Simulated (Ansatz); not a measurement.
MoNiP (P-62m), PBEsol, DFPT electron-phonon coupling, linearised Boltzmann equation in Ansatz (a program for electronic structure). Phonon-limited resistivity 75.7 μΩ·cm at 300 K along y (a = (5.79, 0.00, 0.00) Å; b = (-2.90, 5.02, 0.00) Å; c = (0.00, 0.00, 3.71) Å), current-weighted mean free path 2.6 nm.

Question: Estimate the resistivity of a 40 nm square wire with diffuse walls from ρ ≈ ρ₀(1 + 3ℓ/4d).

Answer: 1 + 0.75 × 2.6/40 = 1.05, so ρ ≈ 79.4 μΩ·cm and a line 1 μm long has 496 Ω. The formula is the free-electron limit for d well above ℓ; grain boundaries add to it.

Question: What is the classical skin depth at 1 GHz (nonmagnetic, μ₀ = 1.257×10⁻⁶ H/m)?

Answer: δ = √(ρ/(π f μ₀)) = 13800 nm.

A metal at this level (no band gap). Only scattering by harmonic phonons is included (no impurities, grain boundaries, electron-electron scattering or thermal expansion). Spin-orbit coupling is left out. Values near or above 100 μΩ·cm, or paths under about 2 nm, lie near resistivity saturation, where the Boltzmann equation overshoots. Halving the electron mesh (16x16x24) moves the resistivity by up to 8 % at 300 K, the mean free path by up to 7 %. Smearing 0.20 eV; phonons on a 3x3x4 q mesh, which this run doesn't test.

Formula and space group known from diffraction (Crystallography Open Database), not checked to be the room-temperature form: MoNiP (P-62m). Treated as nonmagnetic (a ferromagnetic start lost its moment, other orders weren't tried): MoNiP (P-62m).
